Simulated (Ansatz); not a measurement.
Take ZnSe in the zinc blende structure (space group F-43m, No. 216; a = 5.6655 Å) as the base.

Level of theory: plane-wave PAW DFT at the r2SCAN level (Ansatz, a quantum-chemistry and plane-wave program, 500 eV), no spin-orbit coupling.

For the base:

- Electron mass: 0.12 mₑ (at Γ)
- Band gap: 1.87 eV

One thing is altered: an isotropic linear strain of −0.49 %, atoms relaxed at fixed cell.

Task: How does this affect the energy relative to the base?

Result: The energy grows by 1.0 meV/atom.

Task: How does this affect the electron mass?

Result: The electron mass becomes 0.13 mₑ (at Γ) (base: 0.12 mₑ (at Γ)).

Task: How does this affect the band gap?

Result: The band gap increases by 0.06 eV (1.87 eV → 1.93 eV).

Effective masses come from finite differences of ±0.01 Å⁻¹. Whether these cells are dynamically stable was not tested.
